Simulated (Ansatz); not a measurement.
# A self-consistent single point of TiSi2 (Fddd, 6 atoms in the cell) with Ansatz

Computed with PBE (plane waves, PAW; Ansatz, an electronic-structure program).

The input file:

Ansatz 0.2 input:
```yaml
# TiSi2
crystal:
  lattice:
    - [0.00000000, 4.12986800, 4.27568900]
    - [2.39667900, 0.00000000, 4.27568900]
    - [2.39667900, 4.12986800, 0.00000000]
  atoms:
    - { symbol: Ti, position: [0.50000000, 0.50000000, 0.50000000] }
    - { symbol: Ti, position: [0.75000000, 0.75000000, 0.75000000] }
    - { symbol: Si, position: [0.83743000, 0.16257000, 0.83743000] }
    - { symbol: Si, position: [0.16257000, 0.83743000, 0.16257000] }
    - { symbol: Si, position: [0.41257000, 0.08743000, 0.41257000] }
    - { symbol: Si, position: [0.08743000, 0.41257000, 0.08743000] }
basis:
  ecutwfc: 420.0 eV
kpoints:
  mp_grid: { grid: [9, 9, 9] }
hamiltonian:
  xc: pbe
  pseudopotentials: { kind: paw }
scf:
  occupations: { method: gaussian, width: 0.1 eV }
output:
  forces: true
  eigenvalues: true
  stress: true
```

Output (repeated stretches shortened):

```
WARN ansatz: RAYON_NUM_THREADS=1 ignored (pool sized by the plan → 1); use --threads N
Pseudopotentials: kind: paw
Pseudopotential: Ti, paw, valence charge 12
Pseudopotential: Si, paw, valence charge 4
Crystal: 6 atoms, lattice volume = 84.641 Å³
Basis set: ecut = 420 eV, 1627 PW (Γ), exchange–correlation on 80×72×64 points (8 copies of the dense FFT grid, shifted against one another)
Bands: 26, of which v1, the nominal top of the filled ones, is band 20 counted from 1 (19 counted from 0)
Symmetry: 8 space group operations
Space group: Fddd (ITA 70), of the structure as read, at distance tolerance 4.4e-5 Å
k-points: 125 of 729
Initial density: superposition of atomic densities (neutral atoms: chi_scale 0, normalization atom), corrected by the library's trained network
Initial wavefunctions: pseudopotential atomic-orbital guess
Eigensolver: davidson
Functional: x = pbe(κ = 0.804, μ = 0.2195149727645171), c = pbe(β = 0.06672455060314922)
SCF iter   1: F=—  HF=-7545.928282 eV  |F-HF|=—  |Δ(HF+E_count)|=         —  Δρ=4.11e-3  dr2=2.01e-2  ethr=1.77e-3  ⟨swp⟩=6.1  Hψ=16149  notcnv=0
all-band conjugate gradients solve this SCF's bands
preconditioner: auto → Kerker (q_TF=auto, 2.408 Å⁻¹)
SCF iter   2: F=—  HF=-7545.926098 eV  |F-HF|=—  |Δ(HF+E_count)|=   2.18e-3  Δρ=1.94e-3  dr2=3.84e-3  ethr=5.02e-5  ⟨swp⟩=1.2  Hψ=4273  notcnv=0  defer=1
SCF iter   3: F=—  HF=-7545.925803 eV  |F-HF|=—  |Δ(HF+E_count)|=   2.95e-4  Δρ=5.57e-4  dr2=3.36e-4  ethr=9.60e-6  ⟨swp⟩=2.4  Hψ=4257  notcnv=0  defer=1
SCF iter   4: F=—  HF=-7545.925753 eV  |F-HF|=—  |Δ(HF+E_count)|=   4.94e-5  Δρ=9.51e-5  dr2=7.55e-6  ethr=8.39e-7  ⟨swp⟩=2.0  Hψ=4396  notcnv=0  defer=1
SCF iter   5: F=—  HF=-7545.925748 eV  |F-HF|=—  |Δ(HF+E_count)|=   5.51e-6  Δρ=1.81e-5  dr2=1.79e-7  ethr=1.89e-8  ⟨swp⟩=2.0  Hψ=4339  notcnv=0  defer=1
SCF iter   6: F=-7545.925748 eV  HF=-7545.925748 eV  |F-HF|=6.03e-9  |Δ(HF+E_count)|=   3.86e-8  Δρ=3.06e-6  dr2=8.79e-9  ethr=2.50e-10  ⟨swp⟩=8.3  Hψ=13524  notcnv=0
SCF 1 converged in 6 iterations: F = -7545.925748 eV  dr2 = 8.79e-9
SCF converged after 6 iterations
Free energy (F): -7545.925748 eV
Harris-Foulkes:  -7545.925748 eV  (|F-HF|=6.03e-9)
Internal energy: -7545.913679 eV  (E = F + TS)
E sigma→0 (E₀):  -7545.919714 eV
Entropy (-TS):   -0.012068 eV (-2.011 meV/atom)
Fermi energy:    12.512377 eV
--- Per-component energies (eV) ---
  E_band       = -218.739890
  E_kinetic    = 718.652752
  E_local      = -2034.103695  (includes V_loc(G=0)·N_el)
  E_nonlocal   = 116.889111
  E_hartree    = 886.394217
  E_xc         = -423.168528
  E_vxc        = -441.089242  (∫ρ·V_xc dr)
  E_paw        = -4146.061480  (= ΣΔE_a)
  E_vpaw       = -351.873172  (= ΣTr[D̂ρ^β])
  E_aug_tail   = 0.000255  (compensation charges beyond the density's cutoff)
  E_ewald      = -2664.516311
  E_smearing   = -0.012068  (= −TS)
  E_closure    = 0.000000  (closes the sum)
  Σ components = -7545.925748   (vs F -7545.925748, Δ=0.00e0)
--- Forces (eV/Å), atoms counted from 1 ---
  atom   1  Ti     0.00000000     0.00000000     0.00000000
  atom   2  Ti    -0.00000000     0.00000000    -0.00000000
  atom   3  Si     0.00000000    -0.02063348     0.00000000
  atom   4  Si    -0.00000000     0.02063348     0.00000000
  atom   5  Si    -0.00000000     0.02063348    -0.00000000
  atom   6  Si     0.00000000    -0.02063348    -0.00000000
  max |Σ_I F_I| component: 0.00e0 eV/Å
--- Stress (GPa, compression-positive) ---
        0.877995       0.000000      -0.000000
        0.000000      -0.013644       0.000000
       -0.000000       0.000000       1.289588
  P = ⅓ Tr σ = 0.7180 GPa (7.180 kbar)
  The stress holds the Pulay correction. Without it, at fixed plane waves, as pw.x and ABINIT print it: P = 0.6887 GPa
--- Band table (eV; the first three rows and the last of 125) ---
  k-point 0: bands = ["-43.7559", "-43.7285", "-20.1348", "-20.1344", "-20.0501", "-20.0355", "-20.0249", "-20.0125", "-0.0356", "5.8218", "6.7550", "7.1432", "7.5028", "8.7689", "8.7720", "10.0083", "10.2508", "10.4404", "10.7309", "11.1604", [...]
  k-point 1: bands = ["-43.7553", "-43.7291", "-20.1359", "-20.1323", "-20.0536", "-20.0356", "-20.0241", "-20.0125", "0.0935", "5.6463", "6.1966", "7.0384", "7.8202", "8.7155", "9.0452", "9.8927", "10.2357", "10.4127", "11.1712", "11.2159", [...]
  k-point 2: bands = ["-43.7535", "-43.7308", "-20.1391", "-20.1263", "-20.0631", "-20.0352", "-20.0224", "-20.0122", "0.4712", "5.1842", "5.3523", "6.9383", "7.7869", "8.5769", "9.5050", "9.6439", "10.6702", "10.8381", "11.3475", "11.4523", [...]
  k-point 124: bands = ["-43.7425", "-43.7417", "-20.1130", "-20.1084", "-20.0782", "-20.0718", "-20.0172", "-20.0148", "1.9553", "1.9748", "6.3201", "7.1135", "7.8787", "8.9277", "9.4584", "9.8239", "10.8975", "11.0079", "11.4982", "11.5420", [...]
```

The run converged in 6 iterations.

The starting cell comes from a database of computed structures (which also holds hypothetical and non-ambient phases and stackings), without a prior relaxation at this level. Its lattice was rescaled by up to half a per cent. Spin polarisation is off. Ansatz's pressure includes its estimate of the finite-basis (Pulay) stress.
